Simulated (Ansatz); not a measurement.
Base system: K in the bcc (W type) structure (space group Im-3m, No. 229; relaxed with 0.1 eV smearing).

```xyz
1
Lattice="-2.6073 2.6073 2.6073 2.6073 -2.6073 2.6073 2.6073 2.6073 -2.6073" Properties=species:S:1:pos:R:3 pbc="T T T"
K      0.0000     0.0000     0.0000
```

Cartesian axes are those of the cell as printed.

Computed with PBEsol (Ansatz, an electronic-structure program, PAW, without spin-orbit coupling).

Perturbation: tensile biaxial strain of 3.00 % in the plane normal to [001], as in epitaxy on a mismatched substrate; the out-of-plane cell vector and the atoms relax.

Task: What does the calculation give for the ratio −ε⊥/ε∥ and in-plane stress after the change?

Result: The ratio −ε⊥/ε∥ amounts to 1.34; the mean in-plane stress (compression positive) comes out as -0.1 GPa.

Whether these cells are dynamically stable was not tested.
